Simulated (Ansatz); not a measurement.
## BaTiO3 (P4mm): band-edge transport data

Input:

```
CELL_PARAMETERS angstrom
      3.95535     0.00000     0.00000
      0.00000     3.95535     0.00000
      0.00000     0.00000     4.04462
ATOMIC_POSITIONS crystal
  Ba 0.50000 0.50000 0.58256
  Ti 0.00000 0.00000 0.09781
  O  0.00000 0.50000 0.06345
  O  0.50000 0.00000 0.06345
  O  0.00000 0.00000 0.55271
```

All values below come from PBEsol with spin-orbit coupling, rigid bands (plane waves, PAW; Ansatz, a first-principles code). Condition of this run: spin-orbit coupling switched on. Cell: cell and atoms relaxed with PBEsol.

| Item | Result |
|---|---|
| band gap | 1.85 eV |
| electron conductivity mass (300 K, dilute) | 0.43 (x), 0.43 (y), 9.8 (z) mₑ |
| effective density of states N_c (300 K) | 3.1e19 cm⁻³ |
| density-of-states mass, electrons | 1.15 mₑ |
| Seebeck coefficient, n-type 1e19 cm⁻³, 300 K | -311 μV/K |
| best n-type power factor at 300 K for τ = 10 fs (best axis; densities from 1e16 to 1e21 cm⁻³ tried, whether or not they can be reached) | 13.4 μW/(cm·K²) at 1e20 cm⁻³ |

Rigid bands; masses and Seebeck coefficients take one relaxation time τ for all states and one kind of carrier; polarons and phonon drag are left out.
